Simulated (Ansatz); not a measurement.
What uniaxial strain ε_zz = +1.31 % does to hypothetical R-3c LuCl3

Take LuCl₃ (space group R-3c, No. 167; a = 6.431 Å, c = 17.666 Å (hexagonal axes); a hypothetical phase, not in the database extracts checked) as the base. Axes: x lies along a and z along c of the hexagonal cell.

Perturbation: uniaxial strain ε_zz = +1.31 %, all other strain components held at zero; the atoms relax in the strained cell.

Level of theory: PBEsol (Ansatz, a first-principles code, PAW, without spin-orbit coupling). k-mesh 6×6×6 (Γ-centred); smearing 0.05 eV (Fermi–Dirac).

- Volume per atom = 26.71 Å³ (base 26.37 Å³)
- Space group = R-3c (No. 167) (base R-3c (No. 167))
- Shortest interatomic distance = 257.8 pm (base 257.4 pm)
- Energy relative to the base (free energy F) = +0.6 meV/atom
- Pressure (mean of the normal stresses, compression positive) = -3.1 kbar (base -0.1 kbar)
- Band gap = 4.71 eV (base 4.63 eV)
- Gap character = indirect, Γ → F (base indirect, Γ → F)
- Smallest direct gap = 4.88 eV (base 4.85 eV)
- Width of the top valence band = 0.29 eV (base 0.35 eV)
- Hole mass = 0.40 mₑ along z, 2.2 mₑ across (at Γ) (base 0.40 mₑ along c, 2.0 mₑ across (at Γ))
- Valence-band top at Γ (three highest levels, from the VBM) = 0.00, -0.02, -0.02 eV (base 0.00, -0.08, -0.08 eV)
- Valley order (the lowest conduction-band minima on the path, energy above the VBM, named in the base's zone) = F (1/2, 0, 1/2) 4.71 eV; Γ 4.88 eV (base F (1/2, 0, 1/2) 4.63 eV; Γ 4.86 eV)
- Largest internal atomic displacement = 0.019 Å
- Stress (xx, yy, zz, yz, xz, xy; compression positive) = (-0.17, -0.17, -0.59, 0.00, 0.00, 0.00) GPa

Effective masses come from finite differences of ±0.01 Å⁻¹. Whether these cells are dynamically stable was not tested. The base started in R32 and relaxed to R-3c at this level.
